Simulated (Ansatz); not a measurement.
## A short convergence ladder for SrC2 (P1, 6 atoms in the cell)

```xyz
6
Lattice="3.5468 -2.2269 0.0000 3.5468 2.2269 0.0000 -2.3974 0.0000 7.4515" Properties=species:S:1:pos:R:3 pbc="T T T"
Sr     1.7487     1.4304     5.6386
Sr     2.9474    -1.4304     1.8629
C      0.6163    -0.6544     4.1550
C      4.0799     0.6544     3.2965
C      2.8812    -0.6544     7.0222
C      1.8150     0.6544     0.4293
```

Base method: LDA (PW92), default PAW files made with PBE (plane waves; Ansatz, a program for electronic structure).

Base settings: basis.ecutwfc = 420 eV; kpoints.mp_grid.grid = 7 7 4; hamiltonian.xc = lda; hamiltonian.pseudopotentials = {kind: paw} (the program's default PAW files); scf.occupations.method = fermi_dirac; scf.occupations.width = 0.01 eV.

**The width of Fermi-Dirac smearing**

The mesh stays at the base's, so the ladder's end is converged at best in this setting alone.

Only quantities that move along the ladder and can be compared are tabulated.

| scf.occupations.width | free energy less the last step's (meV/atom) | pressure (GPa) | largest difference of a force vector from the last step's (eV/Å) |
|---|---|---|---|
| 1 eV | -262.79 | -2.63 | 1.624 |
| 0.5 eV | -17.90 | -4.53 | 0.220 |
| 0.2 eV | -0.08 | -4.62 | 0.003 |
| 0.1 eV | 0.00 | -4.61 | 0.000 |
| 0.02 eV | 0.00 | -4.61 | 0.000 |

Widest scf.occupations.width that holds the pressure within 0.2 GPa of the last step, with all finer ones: 0.5 eV; the step before is off by 2.0 GPa.

Widest scf.occupations.width that holds the free energy within 5 meV/atom of the last step, with all finer ones: 0.2 eV; the step before is off by 18 meV/atom.

Widest scf.occupations.width that holds the forces within 0.01 eV/Å of the last step, with all finer ones: 0.2 eV; the step before is off by 0.22 eV/Å.

On the base run: the starting cell comes from a database of computed structures (which also holds hypothetical and non-ambient phases and stackings), without a prior relaxation at this level. Its lattice was rescaled by up to half a per cent. One atom was moved a little off its site on purpose. In the base run, with a pressure of about -5 GPa the cell is away from its equilibrium volume at this level. Ansatz's pressure includes its estimate of the finite-basis (Pulay) stress.

Keys are those of Ansatz 0.2.
